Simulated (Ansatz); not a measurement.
# Si: alloy series

The reference is Si in the diamond structure (space group Fd-3m, No. 227).

```yaml
crystal:
  lattice:
    - [0.00000, 2.71688, 2.71688]
    - [2.71688, 0.00000, 2.71688]
    - [2.71688, 2.71688, 0.00000]
  atoms:
    - { symbol: Si, position: [0.50000, 0.50000, 0.50000] }
    - { symbol: Si, position: [0.75000, 0.75000, 0.75000] }
```

The other end (x = 1) is Ge in the diamond structure (space group Fd-3m, No. 227): 22.86 Å³/atom, gap zero.

Ge replaces a fraction x of Si; each row is one arrangement (x, atoms in the cell, starting space group or random), fully relaxed.

Method: PBEsol (Ansatz, an electronic-structure program, PAW, no SOC).

Notes on the quantities. gap character: in this cell's own zone, which can be folded.

```tsv
variant	gap character	band gap	shortest interatomic distance
base	–	0.47 eV	2.353 Å
x(Ge) = 0.375, 8 atoms, Pmm2	indirect, Γ → Z	0.31 eV	2.363 Å
x(Ge) = 0.375, 8 atoms, P-43m	direct at Γ	0.38 eV	2.362 Å
x(Ge) = 0.625, 8 atoms, Cm	indirect, Γ → Y₂	0.41 eV	2.375 Å
x(Ge) = 0.625, 8 atoms, Pm	indirect, Γ → Y₂	0.44 eV	2.350 Å
x(Ge) = 0.667, 6 atoms, I-4m2	(withheld)	(withheld)	(withheld)
x(Ge) = 0.75, 4 atoms, P-4m2	indirect, Γ → R	0.21 eV	2.408 Å
```

Question: Some entries are withheld; estimate them.

Answer: 
- x(Ge) = 0.667, 6 atoms, I-4m2, gap character: indirect, Γ → k = (1/4, 1/4, -1/4) in the run's primitive reciprocal basis
- x(Ge) = 0.667, 6 atoms, I-4m2, band gap: 0.43 eV
- x(Ge) = 0.667, 6 atoms, I-4m2, shortest interatomic distance: 2.404 Å

These are small ordered cells, not random alloys; other orderings at the same x differ. Stability against distortions was not tested. A zero or small gap of Ge and SiGe3 can be the functional's error rather than a property of the material. Labels are those of the standard path for the cell's own space group.
